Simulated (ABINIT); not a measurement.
ABINIT run on Si2Ni (Fm-3m, 3 atoms in the cell): self-consistent single point.

Method: LDA (PW92), norm-conserving pseudopotentials (PseudoDojo nc-sr-04 LDA standard) (plane waves; ABINIT 10.0.3).

```yaml
crystal:
  lattice:
    - [0.00000, 2.69315, 2.69315]
    - [2.69315, 0.00000, 2.69315]
    - [2.69315, 2.69315, 0.00000]
  atoms:
    - { symbol: Si, position: [0.25000, 0.25000, 0.25000] }
    - { symbol: Si, position: [0.75000, 0.75000, 0.75000] }
    - { symbol: Ni, position: [0.00000, 0.00000, 0.00000] }
```

Reference input (self-consistent single point, DFT, PBE, plane waves, norm-conserving pseudopotentials (PseudoDojo nc-sr-05 PBE standard)): pseudos = [Si.upf, Ni.upf]; ecut = 49 Ha; occopt = 7; tsmear = 0.1 eV; ngkpt = 9 9 9; nshiftk = 1; shiftk = 0 0 0; potentials = PseudoDojo nc-sr-05 PBE standard; nband = 18; kptopt = 1; nstep = 100; toldfe = 1e-09 Ha. This run's input differs from it in these lines:

```diff
@@ -1,2 +1,2 @@
-# Si2Ni, PseudoDojo nc-sr-05 PBE standard
+# Si2Ni, PseudoDojo nc-sr-04 LDA standard
 pp_dirpath "./"
```

Its files differ too (potentials: PseudoDojo nc-sr-05 PBE standard → PseudoDojo nc-sr-04 LDA standard).

The program printed (abridged):

```
--- !BeginCycle
solver: {iscf: 7, nstep: 100, nline: 4, wfoptalg: 0, }
tolerances: {toldfe: 1.00E-09, }
...

     iter   Etot(hartree)      deltaE(h)  residm     vres2
 ETOT  1  -175.26850198971    -1.753E+02 2.918E-01 1.059E+03
 ETOT  2  -174.26237325468     1.006E+00 5.858E-02 1.420E+04
 ETOT  3  -175.72312064749    -1.461E+00 1.531E-02 3.724E+03
 ETOT  4  -175.54084585877     1.823E-01 1.293E-03 5.233E+03
 ETOT  5  -173.77167083885     1.769E+00 3.661E-02 1.694E+04
   [... 9 lines left out ...]
 ETOT 15  -176.24367670569    -3.130E-08 3.067E-05 2.273E-05
 ETOT 16  -176.24367670893    -3.244E-09 6.844E-05 1.424E-07
 ETOT 17  -176.24367670894    -7.077E-12 2.362E-05 3.288E-10
 ETOT 18  -176.24367670894    -2.927E-12 5.276E-05 8.577E-12
 At SCF step   18, etot is converged :
  for the second time, diff in etot=  2.927E-12 < toldfe=  1.000E-09

 Cartesian components of stress tensor (hartree/bohr^3)
  sigma(1 1)=  1.00960751E-04  sigma(3 2)=  0.00000000E+00
  sigma(2 2)=  1.00960751E-04  sigma(3 1)=  0.00000000E+00
  sigma(3 3)=  1.00960751E-04  sigma(2 1)=  0.00000000E+00

 ----iterations are completed or convergence reached----

 reduced coordinates (array xred) for    3 atoms
       0.250000000000      0.250000000000      0.250000000000
       0.750000000000      0.750000000000      0.750000000000
       0.000000000000      0.000000000000      0.000000000000
 cartesian forces (eV/Angstrom) at end:
    1     -0.00000000000000    -0.00000000000000    -0.00000000000000
    2     -0.00000000000000    -0.00000000000000    -0.00000000000000
   [... lines left out ...]
 Fermi (or HOMO) energy (hartree) =   0.36503   Average Vxc (hartree)=  -0.43597
 Fermi (or HOMO) energy (eV) =   9.93296   Average Vxc (eV)= -11.86324
   [... lines left out ...]
total_energy        : -1.76243676708941E+02
total_energy_eV     : -4.79583433982473E+03
band_energy         : -1.57824045645491E+01
...

-Cartesian components of stress tensor (GPa)         [Pressure= -2.9704E+00 GPa]
- sigma(1 1)=  2.97036733E+00  sigma(3 2)=  0.00000000E+00
- sigma(2 2)=  2.97036733E+00  sigma(3 1)=  0.00000000E+00
- sigma(3 3)=  2.97036733E+00  sigma(2 1)=  0.00000000E+00

 Calculation completed.
```

The run converged in 18 iterations. Against the reference run the pressure goes from 5.69 to -2.97 GPa.

The starting cell comes from a database of computed structures (which also holds hypothetical and non-ambient phases and stackings), without a prior relaxation at this level. Spin polarisation is off.

Cost on one core of a shared machine: roughly 4 min.
